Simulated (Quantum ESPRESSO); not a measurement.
A self-consistent single point of Nb₃In (Pm-3n, 8 atoms in the cell) with Quantum ESPRESSO.

Computed with LDA (PZ), GBRV 1.5 ultrasoft (LDA) pseudopotentials (plane waves; Quantum ESPRESSO 7.5).

```
Nb3In
1.0
    5.30300     0.00000     0.00000
    0.00000     5.30300     0.00000
    0.00000     0.00000     5.30300
Nb In
6 2
Direct
  0.25000   0.00000   0.50000
  0.50000   0.75000   0.00000
  0.75000   0.00000   0.50000
  0.50000   0.25000   0.00000
  0.00000   0.50000   0.75000
  0.00000   0.50000   0.25000
  0.00000   0.00000   0.00000
  0.50000   0.50000   0.50000
```

Reference input (self-consistent single point, DFT, LDA (PZ), plane waves, GBRV 1.5 ultrasoft (LDA) pseudopotentials): ecutwfc = 40 Ry; ecutrho = 320 Ry; occupations = smearing; smearing = cold; degauss = 0.0147 Ry; potentials = {Nb: nb_lda_v1.uspp.F.UPF, In: in_lda_v1.4.uspp.F.UPF}; K_POINTS = automatic 4 4 4 0 0 0; conv_thr = 1e-10 Ry. This run's input differs from it in these lines:

```diff
@@ -16,3 +16,3 @@
   occupations = 'smearing'
-  smearing = 'cold'
+  smearing = 'mp'
   degauss = 0.0147
```

Output, abridged:

```
     Self-consistent Calculation

     iteration #  1     ecut=    40.00 Ry     beta= 0.70

     total energy              =    -973.97348192 Ry
     estimated scf accuracy    <       2.61140898 Ry

     iteration #  2     ecut=    40.00 Ry     beta= 0.70

     total energy              =    -974.68409724 Ry
     estimated scf accuracy    <       0.40173769 Ry

     iteration #  3     ecut=    40.00 Ry     beta= 0.70

     total energy              =    -974.77559554 Ry
     estimated scf accuracy    <       0.01106715 Ry

   [... 5 blocks of this kind left out ...]

     iteration #  9     ecut=    40.00 Ry     beta= 0.70

     total energy              =    -974.77946440 Ry
     estimated scf accuracy    <          2.9E-10 Ry

     iteration # 10     ecut=    40.00 Ry     beta= 0.70
     End of self-consistent calculation

     the Fermi energy is    16.4862 ev

!    total energy              =    -974.77946440 Ry
     estimated scf accuracy    <          2.6E-11 Ry
     smearing contrib. (-TS)   =       0.00116271 Ry
     internal energy E=F+TS    =    -974.78062711 Ry

     convergence has been achieved in  10 iterations

     Forces acting on atoms (cartesian axes, Ry/au):

     atom    1 type  1   force =     0.00000000    0.00000000    0.00000000
   [... zero for the other atoms too ...]

     Total force =     0.000000     Total SCF correction =     0.000000

          total   stress  (Ry/bohr**3)                   (kbar)     P=      -85.05
  -0.00057814   0.00000000   0.00000000          -85.05        0.00        0.00
   0.00000000  -0.00057814   0.00000000            0.00      -85.05        0.00
   0.00000000   0.00000000  -0.00057814            0.00        0.00      -85.05

   JOB DONE.
```

The run converged in 10 iterations. Against the reference run the free energy goes down by 2.1 meV/atom and the pressure hardly changes (-8.53 to -8.50 GPa).

The starting cell comes from a database of published, mostly measured structures (it also holds non-ambient and calculated ones), without a prior relaxation at this level. Spin polarisation is off. With a pressure of about -9 GPa the cell is away from its equilibrium volume at this level.

Cost on one core of a shared machine: roughly 90 s.
